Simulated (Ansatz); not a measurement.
System: Ge (model structure, started from the C6 type, Im-3m, No. 229, 6 atoms in the cell). Method: PBEsol in Ansatz (plane waves, PAW).

Run with plane-wave cutoff 520 eV, 12×12×12 k mesh, Fermi–Dirac smearing 0.05 eV, scalar-relativistic PAW data made under PBE.

Cell (relaxed at this level):

```yaml
crystal:
  lattice:
    - [-3.50236, 3.50236, 3.50236]
    - [3.50236, -3.50236, 3.50236]
    - [3.50236, 3.50236, -3.50236]
  atoms:
    - { symbol: Ge, position: [0.50000, 0.75000, 0.25000] }
    - { symbol: Ge, position: [0.25000, 0.50000, 0.75000] }
    - { symbol: Ge, position: [0.75000, 0.50000, 0.25000] }
    - { symbol: Ge, position: [0.50000, 0.25000, 0.75000] }
    - { symbol: Ge, position: [0.25000, 0.75000, 0.50000] }
    - { symbol: Ge, position: [0.75000, 0.25000, 0.50000] }
```

Give the computed bulk modulus B0.


bulk modulus B0: 50.5 GPa

The run finds no gap.

Note: the bulk modulus is −V dP/dV from two relaxed cells at ±2 % in volume; the relaxation could raise the start's symmetry but not lower it, so the cell can be a saddle point.

It cost very roughly 3 core-minutes of CPU time.

A model structure was made by putting elements into a prototype or built by hand; it is no filed structure, need not be a known phase, and can be a saddle point held by its symmetry.

Ansatz is a quantum-chemistry and plane-wave program.
